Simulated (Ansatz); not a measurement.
**BN (F-43m): band-edge transport data**

Input:

```
BN
1.0
    0.00000     1.80284     1.80284
    1.80284     0.00000     1.80284
    1.80284     1.80284     0.00000
B N
1 1
Direct
  0.00000   0.00000   0.00000
  0.75000   0.75000   0.75000
```

Level of theory: PBEsol, rigid bands (plane waves, PAW, scalar-relativistic; Ansatz, a first-principles code). How the cell was made: cell and atoms relaxed with PBEsol.

| Item | Result |
|---|---|
| band gap | 4.30 eV |
| electron conductivity mass (300 K, dilute) | 0.39 mₑ |
| hole conductivity mass (300 K, dilute) | 0.69 mₑ |
| effective density of states N_c (300 K) | 2.1e19 cm⁻³ |
| effective density of states N_v (300 K) | 8.8e19 cm⁻³ |
| density-of-states mass, electrons | 0.89 mₑ |
| density-of-states mass, holes | 2.3 mₑ |
| Seebeck coefficient, n-type 1e19 cm⁻³, 300 K | -283 μV/K |
| best n-type power factor at 300 K for τ = 10 fs (best axis; densities from 1e16 to 1e21 cm⁻³ tried, whether or not they can be reached) | 9.1 μW/(cm·K²) at 1e20 cm⁻³ |
| Seebeck coefficient, p-type 1e19 cm⁻³, 300 K | 399 μV/K |
| best p-type power factor at 300 K for τ = 10 fs (best axis; densities from 1e16 to 1e21 cm⁻³ tried, whether or not they can be reached) | 19.9 μW/(cm·K²) at 3e20 cm⁻³ |

Rigid bands; masses and Seebeck coefficients take one relaxation time τ for all states and one kind of carrier; polarons and phonon drag are left out. Spin-orbit coupling is left out.
